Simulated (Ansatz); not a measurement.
The parent structure is BaTiO₃ in the cubic perovskite structure (space group Pm-3m, No. 221; a = 3.994 Å). Axes: x, y, z lie along the cube axes.

The values are results of r2SCAN (Ansatz, an electronic-structure program; PAW; 500 eV plane waves; no spin-orbit coupling), not measurements.

For the base:

| Property | Result |
|---|---|
| Shortest interatomic distance | 3.774 bohr |
| Band gap | 2.17 eV |

The change: tensile biaxial strain of 2.48 % in the plane normal to [111], as in epitaxy on a mismatched substrate; the out-of-plane cell vector and the atoms relax.

Q: Predict the new shortest interatomic distance, out-of-plane strain, band gap and hole mass.

A: The shortest interatomic distance rises by 0.048 bohr, from 3.774 bohr to 3.822 bohr; the out-of-plane strain comes out as -1.19 %; the band gap shrinks by 0.23 eV, from 2.17 eV to 1.94 eV; the hole mass comes out as 2.1 mₑ out of plane, 1.0 mₑ in plane (at R).

Effective masses come from finite differences of ±0.01 Å⁻¹. Stability against distortions was not tested. All final runs are without spin polarisation. Many cubic perovskites are stable only at high temperature; tilts and polar distortions were not tested. This is not the structure that BaTiO3 has at room temperature and ambient pressure.
